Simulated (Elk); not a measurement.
A self-consistent single point of Sb (R-3m, 2 atoms in the cell) with Elk.

Computed with PBEsol, all-electron FP-LAPW, Elk's shipped species files, default APW+lo basis (Elk).

```xyz
2
Lattice="3.9771 -2.1658 0.0000 3.9771 2.1658 0.0000 2.7977 0.0000 3.5610" Properties=species:S:1:pos:R:3 pbc="T T T"
Sb     2.5581     0.0000     0.8472
Sb     8.2414     0.0000     2.7295
```

Reference input (self-consistent single point, DFT, PBEsol, all-electron FP-LAPW, Elk's shipped species files, default APW+lo basis): xctype = 22; rgkmax = 7; stype = 3; swidth = 0.00367493 Ha; ngridk = 6 6 6. This run's input differs from it in these lines:

```diff
@@ -34,3 +34,3 @@
 ngridk
-  6 6 6
+  12 12 12
```

The program printed (abridged):

```
│ Self-consistent loop started │
│ Loop number : 1 │
 total energy                :     -12969.7251987
│ Loop number : 2 │
 total energy                :     -12969.6886993
RMS change in Kohn-Sham potential (target) :   0.8772170845E-01 (  0.1000000000E-05)
Absolute change in total energy (target)   :   0.3649942883E-01 (  0.1000000000E-03)
│ Loop number : 3 │
 total energy                :     -12969.2473940
RMS change in Kohn-Sham potential (target) :   0.8271918933E-01 (  0.1000000000E-05)
Absolute change in total energy (target)   :   0.4504301562     (  0.1000000000E-03)
│ Loop number : 4 │
   [... lines left out ...]
Absolute change in total energy (target)   :   0.8320697725E-03 (  0.1000000000E-03)
│ Loop number : 13 │
 total energy                :     -12961.7579061
RMS change in Kohn-Sham potential (target) :   0.2880949162E-07 (  0.1000000000E-05)
Absolute change in total energy (target)   :   0.2013132271E-03 (  0.1000000000E-03)
│ Loop number : 14 │
 total energy                :     -12961.7579101
RMS change in Kohn-Sham potential (target) :   0.9786836215E-08 (  0.1000000000E-05)
Absolute change in total energy (target)   :   0.4631043521E-04 (  0.1000000000E-03)
Convergence targets achieved

│ Loop number : 15 │

Energies :
 Fermi                       :     0.224597015523
 total energy                :     -12961.7579101

Density of states at Fermi energy :    8.895831335
 (states/Hartree/unit cell)

Estimated indirect band gap :   0.4051567861E-02
 from k-point    172 to k-point     48
Estimated direct band gap   :   0.5772864735E-02
 at k-point     48

Charges :
 core                        :    72.00000000
 valence                     :    30.00000000
 interstitial                :    4.116322783
 muffin-tins (core leakage)
  species :    1 (Sb)
   atom    1                 :    48.94183861     (  0.7915657627E-03)
   atom    2                 :    48.94183861     (  0.7915657627E-03)
 total in muffin-tins        :    97.88367722
 total calculated charge     :    101.9952457
 total charge                :    102.0000000
 error                       :   0.4754314707E-02

│ Self-consistent loop stopped │
```

The run converged in 15 iterations. The count includes the last loop, which Elk runs after its targets are met. Against the reference run the free energy rises by 6.1 meV/atom.

The starting cell has typed, rounded lattice constants, without a prior relaxation at this level. Its lattice was rescaled by up to half a per cent. One atom was moved a little off its site on purpose. Spin-orbit coupling is off. Values depend on the basis (sphere radii, cutoffs, local orbitals), which need not be converged. The log's line on a gap gives a spacing of levels on this mesh, which the program prints for metals too.

Cost on one core of a shared machine: roughly 30 s.
